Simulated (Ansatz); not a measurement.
Worked calculations on one periodic cell of amorphous Si24O49Mg: Si24O49Mg, 74 atoms, volume 1110.7 Å³, made by a melt-quench on the CHGNet potential and relaxed with DFT. O atoms were pushed apart under 1.9 Å during the dynamics, to hinder bonds among them. It is a model cell: composition and starting density were chosen by hand, and all elements were melted together. Cycles of charging were run to anneal it. These are PBE, scalar-relativistic without spin-orbit coupling (plane waves to 420 eV, PAW; Ansatz, an electronic-structure program) values and carry that method's errors. Sampling: a 2×2×2 Γ-centred mesh; Fermi-Dirac width 0.02 eV; no spin polarisation. Its volume was held where the quench left it, its shape was free, and it stands at a mean pressure of 2.4 GPa with stress components up to 2.4 GPa; the relaxation ran on the zone centre alone. Its density went from a set 2.22 to 2.22 g/cm³. The cell is small and was quenched far faster than a real film, so it is one sample of the glass.

### Question
Count formal charges (Si +4, O -2, Mg +2). What does the count lead one to expect at the Fermi level, and what does the calculation give?

### Answer
24 × (+4) + 49 × (-2) + 1 × (+2) = 0. The charges balance, so the anion-derived valence states can be full and a gap can open. On this mesh the highest filled and lowest empty level lie 4.37 eV apart; localised defect or tail levels set that (at the zone centre the more localised edge state sits most on one O atom with neighbours Si 1.59 Å, Mg 1.90 Å), and the nearest spread-out levels lie 5.6 eV apart.

Four energies for a hole at PBE on the zone centre alone (charged cells in a uniform background, spin-polarised): neutral at the neutral geometry -45064.526 eV; charged at the neutral geometry -45065.825 eV; charged and relaxed -45065.991 eV; neutral at the charged geometry -45064.256 eV.

### Question
Find the two relaxation energies and their sum, the reorganisation energy.

### Answer
On charging: -45065.825 − (-45065.991) = 0.166 eV. On discharging: -45064.256 − (-45064.526) = 0.270 eV. The sum is 0.436 eV. The carrier's level spreads over 6 of the 74 atoms' worth, so it counts as localised, most on one O atom with neighbours Si 1.59 Å, Mg 1.90 Å (neutral geometry). The values are uncorrected: the image energy of a point charge in this cell, 2.84 × 14.40 / (2 × 10.4) = 2.0 eV before screening, is screened by electrons alone at the fixed geometry and by ions too after relaxing, and the carrier can be spread before it relaxes, so each term can be off by up to that value times 1/ε∞, some tenths of an eV. PBE's self-interaction favours spread-out carriers, so a hybrid can localise more.
